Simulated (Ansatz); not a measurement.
A hypothetical phase is included: elements placed on a structure type, which no database files for this compound.

Data:

```
Fe
1.0
    0.00000     2.40694     2.40694
    2.40694     0.00000     2.40694
    2.40694     2.40694     0.00000
Fe
2
Cartesian
  3.61042   3.61042   3.61042
  2.40694   2.40694   2.40694
```

The cell was relaxed by PBE-D3(BJ); by PBEsol it stands under a pressure of -0.8 GPa.

The run has a spin-polarised start.

**Question.** Do the moments survive in Ansatz (a first-principles code) with PBEsol?

**Answer.** Hardly: the largest site moment (in a sphere of 0.41 times the shortest bond) ends at 0.00 μB at a Fermi-Dirac width of 0.1 eV, which can also quench a weak itinerant magnet.
